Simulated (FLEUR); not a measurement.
Equation of state of wurtzite MgTe (space group 186): energy against volume (FLEUR, PBE)

```
MgTe
1.0
    4.46910     0.00000     0.00000
   -2.23455     3.87035     0.00000
    0.00000     0.00000     7.25860
Mg Te
2 2
Direct
  0.33333   0.66667   0.00000
  0.66667   0.33333   0.50000
  0.33333   0.66667   0.37600
  0.66667   0.33333   0.87600
```

Level of theory: PBE, all-electron FLAPW (FLEUR), scalar-relativistic valence run with FLEUR. Settings: Kmax = 4.79 1/bohr; GmaxXC = 19.2 1/bohr; xcFunctional = pbe; jspins = 1; l_soc = F; mode = hist; fermiSmearingEnergy = 0.00036749 Htr; mesh (inpgen div1-3) = 5 5 2; inpgen gamma flag = true; Gmax = 19.2 1/bohr; numbands = 0; maxIterBroyd = 99; imix = Anderson; alpha = 0.05; precondParam = 0; minDistance = 1e-05 me/bohr^3. The cell above is the first row's. The rows scale it uniformly. In all rows fractional positions and the k mesh are held. E is the free energy at the stated smearing, counted from the lowest row.

| V (Å^3/atom) | E (meV/atom) |
|---|---|
| 31.388 | ? |
| 32.070 | 20.67 |
| 32.753 | 10.26 |
| 33.435 | 3.60 |
| 34.117 | 0.26 |
| 34.800 | 0.00 |
| 35.482 | 2.47 |
| 36.164 | 7.42 |
| 36.847 | 14.59 |

The 8 complete rows are fitted with the third-order Birch-Murnaghan form, a cubic in V^(-2/3), E against V. With u = V^(-2/3) - 0.0945, the rows have u = 0.0045681, 0.0031861, 0.0018531, 0.0005647, -0.0006832, -0.0018893, -0.0030573, -0.0041908. Least squares gives E = -0.204 + 329.3·u + 924681·u² + 808012·u³. Residuals (row less fit): -0.003, 0.002, 0.013, -0.017, -0.002, 0.001, 0.011, -0.006; standard error 0.013 (degrees of freedom: 4). Its minimum lies at u = -0.0001781, so V0 = (0.0943219)^(-3/2) = 34.52. There d²E/du² = 1848000 and d³E/du³ = 4848000, so B0 = (4/9) × 34.52^(-7/3) × 1848000 × 0.160218 = 33.9 GPa (the last factor turns the table's units into GPa), and B0' = 4 + (2/3) × 0.0943219 × (4848000)/1848000 = 4.2.

Task: What does the fit predict for E at V = 31.388, and how far is the calculated value from it?

Result: u = 0.0059980, so E = -0.204 + 329.3 × 0.0059980 + 924681 × 0.0059980² + 808012 × 0.0059980³ = 35.212 meV/atom. The calculation gives 35.23 meV/atom, 0.018 meV/atom above the prediction (0.1 % of the range of E in the table). The row lies outside the fitted rows, so this is an extrapolation. From the scatter of the fitted rows alone, a prediction at this place has a standard error of 0.038 meV/atom, so the miss is 0.5 times that.

Carrying the step between the two nearest rows on in a straight line would have given 31.06, off by 4.17; series whose last step already gives the withheld value aren't shown. The scan was laid around a cell of about the measured size, scaled by a guess for this functional; axis ratios and inner coordinates come from that cell. This is one of several polymorphs. The runs keep the symmetry of the cell, so they don't test it for distortions. Values depend on the basis (sphere radii, cutoffs, local orbitals), which need not be converged. Spin-orbit coupling is off. The shape of the cell and the inner coordinates aren't relaxed, so V0 and B0 belong to this uniform scaling; a relaxed crystal lies no higher in energy and is usually softer. Cutoffs and mesh are single choices, not tested for convergence of this quantity. Series with a scatter that would blur these digits, or in which a gap closes, are not shown. Nor are scans whose minimum lies at an end fitted in this form.
